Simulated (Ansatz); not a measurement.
What isotropic strain +0.75 % does to Ga2O3

Base system: Ga$_{2}$O$_{3}$ in the corundum structure (space group R-3c, No. 167; a = 5.0577 Å, c = 13.6230 Å (hexagonal axes)).

Now apply this change: an isotropic linear strain of +0.75 %; the atoms relax in the strained cell.

Computed with Kohn–Sham DFT with the PBE functional, run in Ansatz (an electronic-structure program) with PAW and 420 eV plane waves, no spin-orbit coupling. k-mesh 8×8×8 (Γ-centred); smearing 0.05 eV (Fermi–Dirac).

* **Volume per atom**: 10.29 Å³ (base 10.06 Å³)
* **Space group**: R-3c (No. 167) (base R-3c (No. 167))
* **Shortest interatomic distance**: 1.966 Å (base 1.952 Å)
* **Energy relative to the base (free energy F)**: +3.1 meV/atom
* **Pressure (mean of the normal stresses, compression positive)**: -4.26 GPa (base 0.01 GPa)
* **Band gap**: 2.18 eV (base 2.40 eV)
* **Gap character**: indirect, Γ–S₀ (50 % along) → Γ (base indirect, Γ–S₀ (50 % along) → Γ)
* **Smallest direct gap**: 2.40 eV (base 2.63 eV)
* **Mean gap deformation potential ΔEg/Δln V**: -10.1 eV
* **Width of the top valence band**: 0.42 eV (base 0.43 eV)
* **Electron mass**: 0.20 mₑ (at Γ) (base 0.21 mₑ (at Γ))

Cost of the whole job for the changed cell (relaxation, final SCF and bands): very roughly 80 core-seconds.

Masses are band curvatures over ±0.01 Å⁻¹ around the edge. Whether these cells are dynamically stable was not tested.
